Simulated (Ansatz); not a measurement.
# cubic SrTiO3 (1 1 0) on germanium (1 1 0) (film strained to the substrate, started from cuts of the bulks and a machine-learned relaxation; metallic at this level, with no gap by band count; slabs Ge16 and Sr3Ti3O11, which can lie off the formulas)

A periodic stack without vacuum, cubic SrTiO3 (1 1 0) on germanium (1 1 0) (film strained to the substrate, started from cuts of the bulks and a machine-learned relaxation; metallic at this level, with no gap by band count; slabs Ge16 and Sr3Ti3O11, which can lie off the formulas): substrate slab Ge16, film Sr3Ti3O11, surface cells [[0, -1], [1, -1]] and [[1, 0], [1, 1]], film strained by +3.5 and +3.5 %, outermost planes Ge/Ge and O/O as cut, which need not be the usual terminations and can put a slab off its formula.

The start was prepared with a machine-learned potential, and the result is one local minimum, with the in-plane cell held and forces under 0.04 eV/Å; the film can end far from its bulk form.

Computed with PBE (plane waves to 420 eV, PAW; Ansatz, a quantum-chemistry and plane-wave program). Scalar-relativistic, without spin–orbit coupling; PBE gaps are too small against experiment. Its k-point mesh 7×4×1, Fermi–Dirac width 0.05 eV.

- interface area = 23.5 Å²
- period = 25.91 Å
- heights between the nearest atoms of the two slabs at the two interfaces = 1.28 and 0.96 Å
- Ge–O contacts across the interfaces within 1.22 times the sum of covalent radii = 6, mean 1.96 Å
- Ge–Sr contacts across the interfaces within 1.22 times the sum of covalent radii = 4, mean 3.36 Å
- Ge–Ti contacts across the interfaces within 1.22 times the sum of covalent radii = 1, mean 3.11 Å
- spin-polarised check at this geometry = falls back to no moment
- slope of the mean potential energy in the substrate = +4.5 MV/cm × e

```xyz
33
Lattice="4.0650 -0.0015 -0.2548 4.0643 5.7583 -0.2995 -2.3309 -1.1647 26.1189" Properties=species:S:1:pos:R:3 pbc="T T T"
Ge     1.5829     2.8986     2.5095
Ge     3.6425     4.4932     2.4221
Ge     2.1976    -0.8742     0.3592
Ge     3.4177     1.9391     0.6050
Ge     1.8089     3.0075     6.6243
Ge     3.8442     4.4414     6.5174
Ge    -0.3695     0.1151     4.7865
Ge     1.6593     1.5432     4.6038
Ge     2.0905     3.0270    10.6899
Ge     4.1223     4.4988    10.5914
Ge    -0.0834     0.1475     8.8346
Ge     1.9487     1.5832     8.6674
Ge     1.6004     3.8240    14.1814
Ge     3.7347     3.7199    15.5205
Ge     0.2410     0.0883    13.0304
Ge     2.1714     1.6857    12.8264
Sr     1.8130     3.7366    18.2862
Ti    -0.2952     0.8486    18.2238
O     -0.1753    -0.6619    17.0796
O      3.8220     2.3998    16.8628
O      2.0055     0.8370    18.3387
Sr     1.9718     0.8557    20.9187
Ti     4.0203     3.7390    20.7569
O      4.1041     2.2772    19.5643
O      0.0299    -0.6259    19.7845
O      2.1785     3.7478    20.9764
Sr     2.1109     3.7925    23.5953
Ti     0.1400     0.8973    23.7650
O      0.2599    -0.5339    22.5356
O      4.3159     2.3989    22.3505
O      2.4283     0.8978    23.6306
O      4.7439     2.1946    25.1739
O      0.6190    -0.5124    25.3222
```
